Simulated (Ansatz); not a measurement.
BeTe, element substitutions

Consider BeTe in the zinc blende structure (space group F-43m, No. 216; a = 5.664 Å).

Each row replaces one element on all its sites; cell and atoms are relaxed.

Method: Ansatz (a first-principles code) PBE, no SOC.

Candidates:
(a) Be → B
(b) Te → S
(c) Te → Se
(d) Te → Cd

Before the change:

| Property | Value |
|---|---|
| Lattice parameter a | 5.664 Å |

Q: Order them by lattice parameter a, lowest first.

A: (b) Te → S (4.876 Å), (c) Te → Se (5.178 Å), (a) Be → B (5.455 Å), (d) Te → Cd (5.664 Å)

Stability against distortions was not tested. As relaxed here, BTe and BeCd are hypothetical phases, not in the database extracts checked. All final runs are without spin polarisation. An odd electron count without spin: BTe.
